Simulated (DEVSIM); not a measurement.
Device: illuminated Si n-on-p cell, one wavelength, at 300 K.

Layer 1 from the left is Si, thickness (μm) 0.590, Nd (cm⁻³) 2.2e18, τn (s) 1.3e-8, τp (s) 3.1e-8, absorption coefficient (cm⁻¹) 5500. Layer 2 from the left is Si, thickness (μm) 280, Na (cm⁻³) 1.8e16, τn (s) 4.5e-7, τp (s) 4.5e-7, absorption coefficient (cm⁻¹) 5500.

Left contact: ohmic, minority hole recombination velocity 20000 cm/s. Right contact: ohmic, minority electron recombination velocity 9e5 cm/s. Voltage is applied to the left contact. Recombination: SRH at mid-gap, radiative, Auger. Light enters at the left, 6e16 photons cm⁻² s⁻¹, one pass, no reflection. Mobility is μmin + (μ − μmin)/(1 + (N/Nref)^α).

This is a model device: material constants are rounded textbook-type values typed into the input, and sizes, dopings and lifetimes were drawn at random. Values at 300 K.

Si: gap (eV) 1.124, affinity (eV) 4.05, permittivity 11.7, Nc (cm⁻³) 2.86e19, Nv (cm⁻³) 3.1e19, μn (cm²/Vs) 1417, μp (cm²/Vs) 470, μn,min 52, μp,min 45, Nref,n 9.7e16, Nref,p 2.2e17, αn 0.68, αp 0.72, B (cm³/s) 4.7e-15, Cn (cm⁶/s) 2.8e-31, Cp (cm⁶/s) 9.9e-32.

DEVSIM, 1D drift-diffusion, Boltzmann statistics, complete ionisation; no tunnelling, impact ionisation, image-force lowering or self-heating.

Dark forward current:

```
|V| (V)  |J| (A/cm²)
-------  -----------
0.05        6.858e-9
0.10        2.450e-8
0.15        7.397e-8
0.20        2.208e-7
0.25        6.985e-7
0.30        2.507e-6
0.35        1.084e-5
0.40        5.665e-5
0.45       0.0003398
0.50        0.002198
0.55         0.01461
0.60         0.09350
0.65          0.4718
0.70           1.465
0.75           3.017
0.80           4.945
0.85           7.152
0.90           9.602
0.95           12.29
1.00           15.21
1.05           18.39
1.10           21.84
1.15           25.58
1.20           29.63
1.25           34.00
1.30           38.72
```

**Question.** Work out the local ideality factor n = ΔV / (kT/q · ln(J2/J1)) between the rows 0.15 and 0.20 V, 0.50 and 0.55 V, 1.25 and 1.30 V.

**Answer.** kT/q = 25.85 mV. From 0.15 to 0.20 V: ln(2.208e-7/7.397e-8) = 1.094, n = 1.77. From 0.50 to 0.55 V: ln(0.01461/0.002198) = 1.894, n = 1.02, near the 1 of diffusion or emission over a barrier. From 1.25 to 1.30 V: ln(38.72/34.00) = 0.130, n = 14.88.

**Question.** What current could the absorbed light give at most, and what share is collected?

**Answer.** Σ αd = 154, so qΦ(1 − exp(−Σ αd)) = 9.61 mA/cm². The simulated short-circuit current is 8.893 mA/cm², a share of 0.93.

**Question.** Estimate the open-circuit voltage by superposition: the voltage at which the dark current equals that short-circuit current.

**Answer.** Interpolating ln J in the table gives 0.537 V. The simulation gives 0.537 V, the same within the digits that matter. Superposition holds where collection doesn't change with voltage.

**Question.** Estimate the fill factor from FF0 = (v − ln(v + 0.72))/(v + 1), v = qVoc/(nkT), with n from the dark curve.

**Answer.** The rows about Voc, 0.50 and 0.55 V, give n = 1.02, so v = 20.3 and FF0 = 0.810. The simulation gives 0.808, the same within the digits that matter.
